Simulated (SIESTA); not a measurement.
A relaxation of cell and atoms of Sr₂CdAu₃ (Cm, 6 atoms in the cell) with SIESTA.

Computed with LDA PW92, numerical atomic orbitals DZP, PseudoDojo LDA standard norm-conserving potentials (rewritten from UPF to PSML) (SIESTA).

```
CELL_PARAMETERS angstrom
      5.60694    -2.43718     0.00000
      5.60694     2.43718     0.00000
     -5.12001     0.00000     5.72055
ATOMIC_POSITIONS crystal
  Sr 0.54445 0.54445 0.80042
  Sr 0.45426 0.45426 0.20499
  Cd 0.16590 0.16590 0.60156
  Au 0.84183 0.84183 0.39084
  Au 0.83258 0.83258 0.79222
  Au 0.16099 0.16099 0.20996
```

Reference input (self-consistent single point, DFT, LDA PW92, numerical atomic orbitals DZP, PseudoDojo LDA standard norm-conserving potentials (rewritten from UPF to PSML)): XC.functional = LDA; XC.authors = PW92; potentials = PseudoDojo LDA standard; PAO.BasisSize = DZP; PAO.EnergyShift = 0.01 Ry; MeshCutoff = 400 Ry; kgrid.MonkhorstPack = 4 4 3; OccupationFunction = MP; OccupationMPOrder = 0; ElectronicTemperature = 580.23 K; MaxSCFIterations = 150; SCF.Mixer.Method = Pulay. This run's input differs from it in these lines:

```diff
@@ -47,2 +47,7 @@
 Diag.ParallelOverK           true
+MD.TypeOfRun                 CG
+MD.Steps                     40
+MD.MaxForceTol               0.02 eV/Ang
+MD.VariableCell              true
+MD.MaxStressTol              0.05 GPa
 WriteForces                  true
```

The program printed (abridged):

```
        iscf     Eharris(eV)        E_KS(eV)     FreeEng(eV)     dDmax    Ef(eV) dHmax(eV)
   scf:    1   -18553.339942   -18638.409577   -18638.415849  2.152844 -1.639620 22.931897
   scf:    2   -18680.461114   -18662.077059   -18662.082392  0.640786 -2.213006 13.167766
   scf:    3   -18678.969201   -18672.628826   -18672.632231  0.464269 -2.654108  5.255371
   scf:    4   -18674.026000   -18673.745756   -18673.749871  0.193453 -2.857783  1.498540
   scf:    5   -18673.984404   -18673.893051   -18673.896392  0.068089 -2.842357  0.832114
   [... 6 lines left out ...]
   scf:   12   -18673.923747   -18673.923739   -18673.927405  0.000577 -2.833546  0.001826
   scf:   13   -18673.923734   -18673.923737   -18673.927405  0.000155 -2.834414  0.002578
   scf:   14   -18673.923740   -18673.923738   -18673.927405  0.000130 -2.834416  0.000214
   scf:   15   -18673.923737   -18673.923738   -18673.927405  0.000010 -2.834446  0.000211
SCF Convergence by DM+H criterion
max |DM_out - DM_in|         :     0.0000098653
max |H_out - H_in|      (eV) :     0.0002109078
SCF cycle converged after 15 iterations

Using DM_out to compute the final energy and forces

siesta: E_KS(eV) =           -18673.9237

siesta: E_KS - E_eggbox =    -18673.9237

siesta: Atomic forces (eV/Ang):
     1    0.020421   -0.000000   -0.067124
     2   -0.002371   -0.000000    0.002312
     3    0.019048    0.000000   -0.055529
     4   -0.215296   -0.000000    0.133690
     5    0.241042   -0.000000   -0.206368
     6   -0.072402   -0.000000    0.190567
   Tot   -0.009558   -0.000000   -0.002453
   Max    0.241042
   Res    0.109253    sqrt( Sum f_i^2 / 3N )
   Max    0.241042    constrained

   [... lines left out ...]
siesta: Pressure (static):        -61.80171657  kBar
siesta: Pressure (total):        -61.80171657  kBar
No target stress found, assuming hydrostatic MD.TargetPressure.
Target stress (kBar)
outcell: Cell volume (Ang**3)        :    143.9672
        iscf     Eharris(eV)        E_KS(eV)     FreeEng(eV)     dDmax    Ef(eV) dHmax(eV)
siesta: Pressure (static):          0.14407862  kBar
siesta: Pressure (total):          0.14407862  kBar
outcell: Cell volume (Ang**3)        :    143.9672
siesta: FreeEng =    -18674.309371
   [... lines left out ...]
siesta:    -0.000055   -0.000000   -0.000024
siesta:    -0.000000    0.000068    0.000000
siesta:    -0.000024    0.000000   -0.000282

siesta: Cell volume =        143.967176 Ang**3

siesta: Pressure (static):
siesta:                Solid            Molecule  Units
siesta:           0.00000098          0.00000017  Ry/Bohr**3
siesta:           0.00008993          0.00001559  eV/Ang**3
siesta:           0.14407862          0.02498341  kBar
```

The run converged. 

Summary of the result:
- Free energy E − TS: -18674.3094 eV
- Fermi level (on the code's own zero): -2.73 eV
- Pressure: 0.01 GPa
- Largest force (vector length): 0.008 eV/Å
- Final cell: a = 6.029 Å, b = 6.029 Å, c = 7.642 Å, α = 129.33°, β = 129.33°, γ = 45.54°
- Final volume per atom: 23.99 Å³
- Relaxation steps: 22

The starting cell comes from a database of computed structures (which also holds hypothetical and non-ambient phases and stackings), without a prior relaxation at this level. Its lattice was rescaled by a random factor within 2.5 % of one. Values carry the incompleteness of an atom-centred basis.

Cost on one core of a shared machine: roughly 6 min.
